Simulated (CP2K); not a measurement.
Several settings converged on BaTiO3 (P4mm, 5 atoms in the cell)

```xyz
5
Lattice="4.0120 0.0000 0.0000 0.0000 4.0120 0.0000 0.0000 0.0000 4.0120" Properties=species:S:1:pos:R:3 pbc="T T T"
Ba     0.0000     0.0000     0.0500
Ti     2.0060     2.0060     2.0060
O      2.0060     0.0000     2.0060
O      0.0000     2.0060     2.0060
O      2.0060     2.0060     0.0000
```

Base method: PBE, GPW, DZVP-MOLOPT-SR-GTH basis, GTH-PBE potentials (GTH_POTENTIALS) (CP2K).

Base settings: CUTOFF = 600 Ry; REL_CUTOFF = 50 Ry; SMEAR/METHOD = FERMI_DIRAC; ELECTRONIC_TEMPERATURE = 116.05 K; KPOINTS/SCHEME = MONKHORST-PACK 3 3 3; XC_FUNCTIONAL = PBE; Ba/BASIS_SET = DZVP-MOLOPT-SR-GTH-q10; Ba/POTENTIAL = GTH-PBE-q10; Ti/BASIS_SET = DZVP-MOLOPT-SR-GTH-q12; Ti/POTENTIAL = GTH-PBE-q12.

**The k-point mesh**

Moved along: GAMMA_CENTERED.

The second cell is the first with its lattice scaled by 0.98.

Only quantities that move along the ladder and can be compared are tabulated.

| KPOINTS/SCHEME | free energy less the last step's (meV/atom) | energy of the compressed cell less the first (meV/atom) | pressure (GPa) | largest difference of a force vector from the last step's (eV/Å) | gap on the mesh (eV) |
|---|---|---|---|---|---|
| MONKHORST-PACK 2 2 2 | 161.65 | 53.66 | 5.27 | 0.042 | 1.247 |
| MONKHORST-PACK 3 3 3 | 20.53 | 43.14 | 3.28 | 0.008 | 1.759 |
| MONKHORST-PACK 4 4 4 | 3.59 | 42.03 | 3.07 | 0.003 | 1.639 |
| MONKHORST-PACK 5 5 5 | 0.68 | 41.85 | 3.03 | 0.001 | 1.765 |
| MONKHORST-PACK 6 6 6 | 0.15 | 41.83 | 3.03 | 0.000 | 1.658 |
| MONKHORST-PACK 7 7 7 | 0.03 | 41.82 | 3.03 | 0.000 | 1.717 |
| MONKHORST-PACK 8 8 8 | 0.01 | 41.82 | 3.03 | 0.000 | 1.659 |
| MONKHORST-PACK 9 9 9 | 0.00 | 41.82 | 3.03 | 0.000 | 1.695 |
| MONKHORST-PACK 10 10 10 | 0.00 | 41.82 | 3.03 | 0.000 | 1.659 |

Coarsest KPOINTS/SCHEME that holds the free energy within 1 meV/atom of the last step, with all finer ones: MONKHORST-PACK 5 5 5; the step before is off by 3.6 meV/atom.

Coarsest KPOINTS/SCHEME that holds the forces within 0.01 eV/Å of the last step, with all finer ones: MONKHORST-PACK 3 3 3; the step before is off by 0.042 eV/Å.

The energy difference between the two cells stays within 1 meV/atom of the last step's from MONKHORST-PACK 4 4 4 on, the total only from MONKHORST-PACK 5 5 5 on: much of the error is common to both cells and cancels.

The gap on the mesh jumps up and down from mesh to mesh; it is no smooth measure of convergence.

**The width of Fermi-Dirac smearing**

The mesh stays at the base's, so the ladder's end is converged at best in this setting alone.

Only quantities that move along the ladder and can be compared are tabulated; the gap is left out on so coarse a mesh.

```csv
ELECTRONIC_TEMPERATURE,free energy less the last step's (meV/atom),pressure (GPa),largest difference of a force vector from the last step's (eV/Å)
11604.5 K,-350.86,11.56,0.019
5802.26 K,-41.87,4.76,0.007
2320.9 K,-0.72,3.33,0.001
1160.45 K,0.00,3.28,0.000
232.09 K,0.00,3.28,0.000
```

Widest ELECTRONIC_TEMPERATURE that holds the forces within 0.005 eV/Å of the last step, with all finer ones: 2320.9 K; the step before is off by 0.007 eV/Å.

Widest ELECTRONIC_TEMPERATURE that holds the pressure within 1 GPa of the last step, with all finer ones: 2320.9 K; the step before is off by 1.5 GPa.

Widest ELECTRONIC_TEMPERATURE that holds the free energy within 2 meV/atom of the last step, with all finer ones: 2320.9 K; the step before is off by 42 meV/atom.

On the base run: the starting cell has typed, rounded lattice constants, without a prior relaxation at this level. Its lattice was rescaled by up to half a per cent. One atom was moved a little off its site on purpose. Values carry the incompleteness of an atom-centred basis. In the base run, with a pressure of about 3 GPa the cell is away from its equilibrium volume at this level. Another mesh or the band path of this cell gives a smaller gap, so this value is not converged in the mesh.
